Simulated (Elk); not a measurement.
Elk run on Mg2Ge (Fm-3m, 3 atoms in the cell): self-consistent single point.

Computed with LDA (PW92), spin-orbit coupling in second variation, all-electron FP-LAPW, Elk's shipped species files, APW+lo basis with extra local orbitals in Elk.

```xyz
3
Lattice="0.0000 3.1843 3.1843 3.1843 0.0000 3.1843 3.1843 3.1843 0.0000" Properties=species:S:1:pos:R:3 pbc="T T T"
Mg     4.7764     4.7764     4.7764
Mg     1.5921     1.5921     1.5921
Ge     0.0000     0.0000     0.0000
```

Reference input (self-consistent single point, DFT, LDA (PW92), all-electron FP-LAPW, Elk's shipped species files, APW+lo basis with extra local orbitals): xctype = 3; rgkmax = 7.5; stype = 0; swidth = 0.00183747 Ha; ngridk = 9 9 9; gmaxvr = 16 1/bohr; nxlo = 2; lorbcnd = true; lmaxi = 3. This run's input differs from it in these lines:

```diff
@@ -5,2 +5,5 @@
   3
+
+spinorb
+  .true.
 
@@ -20,2 +23,5 @@
   3
+
+nempty
+  10
```

The program printed (abridged):

```
│ Self-consistent loop started │
│ Loop number : 1 │
 total energy                :     -2500.19549625
 total moment                :  -0.4106373865E-20  0.2113004381E-19 -0.2449723514E-21
│ Loop number : 2 │
 total energy                :     -2500.10521406
 total moment                :  -0.6440860485E-20 -0.1312612068E-19 -0.6818283932E-20
RMS change in Kohn-Sham potential (target) :   0.4866942369E-01 (  0.1000000000E-05)
Absolute change in total energy (target)   :   0.9028218849E-01 (  0.1000000000E-03)
│ Loop number : 3 │
 total energy                :     -2498.94785698
   [... lines left out ...]
 total energy                :     -2495.26609838
 total moment                :  -0.2722168752E-20  0.1247523815E-19 -0.1729362914E-20
RMS change in Kohn-Sham potential (target) :   0.4040028054E-07 (  0.1000000000E-05)
Absolute change in total energy (target)   :   0.2806877133E-03 (  0.1000000000E-03)
│ Loop number : 14 │
 total energy                :     -2495.26609567
 total moment                :  -0.3989814066E-20 -0.5460671983E-20 -0.1486829080E-20
RMS change in Kohn-Sham potential (target) :   0.2128751706E-07 (  0.1000000000E-05)
Absolute change in total energy (target)   :   0.7287345034E-04 (  0.1000000000E-03)
Convergence targets achieved

│ Loop number : 15 │

Energies :
 Fermi                       :     0.159311286611
 xc effective B-field        :    -0.135513959207E-10
 external B-field            :     -0.00000000000
 total energy                :     -2495.26609701
 (external B-field energy excluded from total)

Density of states at Fermi energy :   0.4244361727
 (states/Hartree/unit cell)

Estimated indirect band gap :   0.5927638815E-02
 from k-point      1 to k-point     24
Estimated direct band gap   :   0.3181352992E-01
 at k-point      1

Charges :
 core                        :    22.00000000
 valence                     :    34.00000000
 interstitial                :    4.322931923
 muffin-tins (core leakage)
  species :    1 (Mg)
   atom    1                 :    10.49101151     (  0.8881784197E-15)
   [... lines left out ...]
   atom    2                 :  -0.3173346886E-20 -0.5848896182E-21 -0.2890844221E-20
  species :    2 (Ge)
   atom    1                 :   0.3657347660E-23 -0.6483613847E-23  0.5546457630E-23
 total in muffin-tins        :  -0.6343036425E-20 -0.1176262850E-20 -0.5776141985E-20
 total moment                :  -0.6339875718E-20 -0.1182055958E-20 -0.5769507003E-20

│ Self-consistent loop stopped │
```

The run converged in 15 iterations. The count includes the last loop, which Elk runs after its targets are met. 

The starting cell comes from a database of computed structures (which also holds hypothetical and non-ambient phases and stackings), without a prior relaxation at this level. Values depend on the basis (sphere radii, cutoffs, local orbitals), which need not be converged. The log's line on a gap gives a spacing of levels on this mesh, which the program prints for metals too.

Cost on one core of a shared machine: roughly 50 s.
